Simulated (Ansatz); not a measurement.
AgBr, pressure series

Base system: AgBr in the rock salt structure (space group Fm-3m, No. 225; a = 5.841 Å).

Cell and atoms are relaxed at each pressure.

The values are results of Kohn–Sham DFT with the PBE functional, run in Ansatz (an electronic-structure program) with PAW and 420 eV plane waves, without spin-orbit coupling, not measurements.

Candidates:
(a) pressure 7 GPa
(b) pressure 75 GPa
(c) pressure −1 GPa
(d) pressure 50 GPa

Base values:

```
Item       Result
--------  -------
Band gap  0.69 eV
```

Question: Order them by band gap, highest first.

Answer: (c) pressure −1 GPa (0.70 eV), (a) pressure 7 GPa (0.67 eV), (d) pressure 50 GPa (0.60 eV), (b) pressure 75 GPa (0.33 eV)

Load acts through the strain it causes; cell and atoms are relaxed under it. Stability against distortions was not tested. No other phases were tried under pressure.
